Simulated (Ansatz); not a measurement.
System: interstitial Na in wurtzite AlN (charge state +1). Method: PBE, PAW (plane waves to 420 eV; Ansatz, a program for electronic structure).

Cell of 72 host sites held at the relaxed PBE lattice; the Γ point alone; Fermi-Dirac width 0.01 eV, spin-restricted; finite-size errors left in. Static, classical nuclei. The charge state is imposed; whether it is stable for some Fermi level was not computed. Sites that were not tried may lie lower. The order of the sites in energy changes with the mesh.

Barriers: single points on a 2×2×2 k-point mesh shifted by half a step along c at the bands' geometries.

A. one Na atom jumps by itself; the atom moves 2.51 Å along (0.00, 0.00, -0.50) of the unit cell; the moving atom starts with neighbours 3 Al at 2.22, 3 Al at 2.52; 3 N at 2.10, 3 N at 2.33 Å and ends with 3 Al at 2.22, 3 Al at 2.52; 3 N at 2.10, 3 N at 2.33 Å; saddle order not checked, on a symmetry element.
B. one Na atom jumps by itself; the atom moves 2.30 Å along (0.73, 0.73, 0.00) of the unit cell; the moving atom starts with neighbours Al at 2.36, 2 Al at 2.41, 2 Al at 2.48; N at 2.12, 4 N at 2.29, N at 2.73 Å and ends with Al at 2.36, 2 Al at 2.41, 2 Al at 2.48; N at 2.12, 4 N at 2.29, N at 2.73 Å; the start lies 0.14 eV above the lowest site run; saddle order not checked, on a symmetry element.

A band can be held on a symmetry element, so unchecked saddle points there may be too high.

Task: Put the candidates in order of forward barrier, lowest first, for PBE, PAW.

Result: B (0.71 eV), A (2.80 eV)
